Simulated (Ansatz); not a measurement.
**ZnSe, response to strain**

Base system: ZnSe in the zinc blende structure (space group F-43m, No. 216).

```
CELL_PARAMETERS angstrom
      0.00000     2.81667     2.81667
      2.81667     0.00000     2.81667
      2.81667     2.81667     0.00000
ATOMIC_POSITIONS crystal
  Zn 0.00000 0.00000 0.00000
  Se 0.25000 0.25000 0.25000
```

Strains are applied to the cell and any free atomic positions relax.

Level of theory: Kohn–Sham DFT with the PBEsol functional, run in Ansatz (a program for electronic structure) with PAW and 420 eV plane waves, scalar-relativistic without spin-orbit coupling.

Before the change:

```
Quantity   Result
--------  -------
Band gap  1.24 eV
```

The aim is a band gap between 1.04 eV and 1.09 eV. Which of these changes reaches it?
A) isotropic strain +0.50 %
B) isotropic strain +1.50 %
C) isotropic strain −3.00 %

B, isotropic strain +1.50 %. It gives 1.07 eV; isotropic strain −3.00 % gives 1.61 eV; isotropic strain +0.50 % gives 1.18 eV. Changes not listed may reach it too

Whether these cells are dynamically stable was not tested.
